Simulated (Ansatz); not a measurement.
The parent structure is KI in the rock salt structure (space group Fm-3m, No. 225; a = 7.006 Å). Axes: x, y, z lie along the cube axes.

Level of theory: PBEsol in Ansatz (plane waves to 420 eV, PAW, no spin-orbit coupling).

For the base:

- Valence-band top at Γ: 0.00, 0.00, 0.00 eV
- Band gap: 3.87 eV

Perturbation: tensor shear ε_xy = +1.71 % (engineering shear γ = 0.0342); the atoms relax in the strained cell.

Q: Predict the new valence-band top at Γ.

A: The valence-band top at Γ (three highest levels, from the VBM) goes from 0.00, 0.00, 0.00 eV to 0.00, -0.05, -0.09 eV.

Q: What happens to the band gap?

A: The band gap drops by 0.05 eV to 3.82 eV.

Spin-orbit coupling, missing from the scalar runs, can matter with I. Whether these cells are dynamically stable was not tested.

Ansatz is a quantum-chemistry and plane-wave program.
